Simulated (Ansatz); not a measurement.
Start from HfC in the rock salt structure (space group Fm-3m, No. 225; a = 4.6071 Å; relaxed with 0.1 eV smearing).

Structures relaxed with Kohn–Sham DFT with the PBEsol functional, run in Ansatz (a program for electronic structure) with PAW and 420 eV plane waves, scalar-relativistic without spin-orbit coupling.

Base:

Simulated powder pattern, Cu Kα, λ = 1.54184 Å (kinematic, ideal powder, no thermal factors, no anomalous dispersion; the 14 strongest lines at most, above 2 %, up to 2θ = 90°):

```
2θ (°)  I/Imax (%)    hkl
------  ----------  -----
33.70          100  (111)
39.10           64  (200)
56.50           44  (220)
67.42           44  (311)
70.85           15  (222)
84.03          7.3  (400)
```

After one change:

Simulated powder pattern, Cu Kα, λ = 1.54184 Å (kinematic, ideal powder, no thermal factors, no anomalous dispersion; the 14 strongest lines at most, above 2 %, up to 2θ = 90°):

| 2θ (°) | I/Imax (%) |
|---|---|
| 32.69 | 100 |
| 37.92 | 65 |
| 54.71 | 45 |
| 65.21 | 45 |
| 68.50 | 15 |
| 81.06 | 7.3 |

Problem. Which of these changes matches the shifts?
(A) isotropic strain −0.50 %
(B) isotropic strain −2.50 %
(C) isotropic strain −3.00 %
(D) isotropic strain +3.00 %

Solution. D, isotropic strain +3.00 %. Its volume per atom is 13.36 Å³ against 12.22 Å³, and its space group is Fm-3m (No. 225).

Stability against distortions was not tested. All final runs are without spin polarisation.
